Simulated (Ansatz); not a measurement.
Base system: PbTe in the rock salt structure (space group Fm-3m, No. 225; a = 6.3796 Å). Axes: x, y, z lie along the cube axes.

All numbers come from LDA (Ansatz, a quantum-chemistry and plane-wave program, PAW, scalar-relativistic without spin-orbit coupling).

Base values:

| Property | Result |
|---|---|
| Pressure | 0.0 kbar |
| Smallest direct gap | 0.57 eV |

Now apply this change: compressive biaxial strain of 2.50 % in the plane normal to [111], as in epitaxy on a mismatched substrate; the out-of-plane cell vector and the atoms relax.

Problem. What does the calculation give for the pressure, out-of-plane strain and smallest direct gap after the change?

Solution. The pressure (mean of the normal stresses, compression positive) goes from zero to 11.6 kbar; the out-of-plane strain is +2.76 %; the smallest direct gap decreases by 0.15 eV to 0.42 eV.

Spin-orbit coupling, missing from the scalar runs, can matter with Pb and Te. Whether these cells are dynamically stable was not tested. The zero or small gap of PbTe under biaxial strain −2.50 %, plane normal [111], relaxed out of plane can change with the level of theory.
